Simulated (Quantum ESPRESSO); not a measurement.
Short convergence ladders for the (001) slab of MgS (cut from a parent of space group no. 225; 4 atoms in the cell)

```
CELL_PARAMETERS angstrom
      3.68799     0.00000     0.00000
      0.00000     3.68799     0.00000
      0.00000     0.00000    16.60781
ATOMIC_POSITIONS crystal
  Mg 0.00000 0.00000 0.57851
  Mg 0.50000 0.50000 0.42149
  S  0.50000 0.50000 0.57851
  S  0.00000 0.00000 0.42149
```

Base method: LDA (PZ), GBRV 1.5 ultrasoft (LDA) pseudopotentials (plane waves; Quantum ESPRESSO 7.5).

Base settings: ecutwfc = 40 Ry; ecutrho = 200 Ry; occupations = smearing; smearing = fd; degauss = 0.0036749 Ry; potentials = {Mg: mg_lda_v1.4.uspp.F.UPF, S: s_lda_v1.4.uspp.F.UPF}; K_POINTS = automatic 4 4 1 0 0 0; conv_thr = 1e-09 Ry; mixing_beta = 0.4.

The count of work is k-points × plane waves × bands × iterations; it is no time. Core times come from one kind of shared machine, to one figure; runs under 30 s give none.

**The vacuum**

The mesh stays at the base's, so the ladder's end is converged at best in this setting alone.

Only quantities that move along the ladder and can be compared are tabulated.

| vacuum between outermost atoms (Å) | free energy less the last step's (meV/atom) | largest difference of a force vector from the last step's (eV/Å) | gap on the mesh (eV) | count of work / last | core time / last (rough) |
|---|---|---|---|---|---|
| 3.0 | -222.04 | 0.889 | 2.362 | 0.16 | – |
| 4.0 | -76.46 | 0.313 | 2.362 | 0.15 | – |
| 5.0 | -18.36 | 0.077 | 2.273 | 0.22 | – |
| 6.0 | -3.25 | 0.015 | 2.383 | 0.24 | – |
| 7.0 | -0.30 | 0.005 | 2.509 | 0.25 | – |
| 8.0 | 0.09 | 0.001 | 2.594 | 0.27 | – |
| 10.0 | 0.03 | 0.000 | 2.664 | 0.45 | – |
| 12.0 | 0.01 | 0.001 | 2.680 | 0.45 | – |
| 14.0 | 0.01 | 0.000 | 2.683 | 0.51 | 0.4 |
| 17.0 | 0.01 | 0.001 | 2.683 | 0.70 | 0.8 |
| 20.0 | -0.01 | 0.001 | 2.683 | 0.58 | 0.5 |
| 25.0 | 0.01 | 0.001 | 2.683 | 0.71 | 0.8 |
| 30.0 | 0.00 | 0.000 | 2.683 | 1.0 | 1 |

Smallest vacuum between outermost atoms (Å) that holds the gap on the mesh within 0.05 eV of the last step, with all finer ones: 10.0; the step before is off by 0.089 eV.

Smallest vacuum between outermost atoms (Å) that holds the forces within 0.01 eV/Å of the last step, with all finer ones: 7.0, at 0.25 of the last step's count of work; the step before is off by 0.015 eV/Å.

Smallest vacuum between outermost atoms (Å) that holds the free energy within 5 meV/atom of the last step, with all finer ones: 6.0, at 0.24 of the last step's count of work; the step before is off by 18 meV/atom.

**The plane-wave cutoff**

Moved along: ecutrho.

The mesh stays at the base's, so the ladder's end is converged at best in this setting alone.

Only quantities that move along the ladder and can be compared are tabulated.

| ecutwfc | free energy less the last step's (meV/atom) | largest difference of a force vector from the last step's (eV/Å) | count of work / last | core time / last (rough) |
|---|---|---|---|---|
| 20 Ry | 3133.44 | 0.032 | 0.13 | – |
| 24 Ry | 769.58 | 0.001 | 0.15 | – |
| 28 Ry | 161.16 | 0.005 | 0.19 | – |
| 34 Ry | 10.79 | 0.001 | 0.25 | – |
| 40 Ry | 3.60 | 0.001 | 0.39 | 0.3 |
| 48 Ry | 2.29 | 0.000 | 0.47 | 0.4 |
| 60 Ry | 1.47 | 0.001 | 0.65 | 0.4 |
| 80 Ry | 0.00 | 0.000 | 1.0 | 1 |

Coarsest ecutwfc that holds the free energy within 5 meV/atom of the last step, with all finer ones: 40 Ry, at 0.39 of the last step's count of work and about 0.3 of the last step's time; the step before is off by 11 meV/atom.

Coarsest ecutwfc that holds the forces within 0.02 eV/Å of the last step, with all finer ones: 24 Ry, at 0.15 of the last step's count of work; the step before is off by 0.032 eV/Å.

On the base run: the starting cell has typed, rounded lattice constants, without a prior relaxation at this level. The slab is cut from that crystal, and its faces are unrelaxed. Its lattice was rescaled by up to half a per cent. Spin polarisation is off, though cut faces can carry moments; a gap of a slab can lie between surface states.
